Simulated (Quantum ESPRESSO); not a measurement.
Troubleshooting Quantum ESPRESSO: a failed run on Zr2N (P4_2/mnm, 6 atoms in the cell). The aim is a self-consistent single point with DFT, PBEsol, plane waves, GBRV 1.5 ultrasoft (PBESOL) pseudopotentials.

Cell that was meant: a = 5.3069 Å, b = 5.3069 Å, c = 3.2430 Å, α = 90.00°, β = 90.00°, γ = 90.00°.

Part of the input:

```fortran
/
ATOMIC_SPECIES
Zr    91.2240  zr_pbesol_v1.uspp.F.UPF
N     14.0070  N.pbe.UPF
CELL_PARAMETERS {bohr}
  10.028597019     0.000000000     0.000000000
   0.000000000    10.028597019     0.000000000
```

Output (repeated stretches shortened):

```
 %%%%%%%%%%%%%%%%%%%%%%%%%%%%%%%%%%%%%%%%%%%%%%%%%%%%%%%%%%%%%%%%%%%%%%%%%%%%%%
     Error in routine readpp (1):
     file ./N.pbe.UPF not found
 %%%%%%%%%%%%%%%%%%%%%%%%%%%%%%%%%%%%%%%%%%%%%%%%%%%%%%%%%%%%%%%%%%%%%%%%%%%%%%

     stopping ...
```

Task: Read the log: what does the program object to, and what is the fix?

Result: The fault is a potential or basis that cannot be found. The input names a file or set that is not where the program looks, or that does not exist under that name. To fix it, correct the name or place the file. The program stopped before any SCF iteration.

An input that runs soundly differs in these lines (not the only fix; some lines may just follow from the change or write a value another way):
```diff
-N     14.0070  N.pbe.UPF
+N     14.0070  n_pbesol_v1.2.uspp.F.UPF
```

With that input, the run converged in 12 iterations: free energy E − TS -5949.9679 eV; Fermi level (on the code's own zero) 16.01 eV; pressure 6.50 GPa; largest force (vector length) 0.101 eV/Å (DFT, PBEsol, plane waves, GBRV 1.5 ultrasoft (PBESOL) pseudopotentials).

On the sound input: the starting cell comes from a database of computed structures (which also holds hypothetical and non-ambient phases and stackings), without a prior relaxation at this level. Its lattice was rescaled by a random factor within 2.5 % of one. With a pressure of about 6 GPa the cell is away from its equilibrium volume at this level.
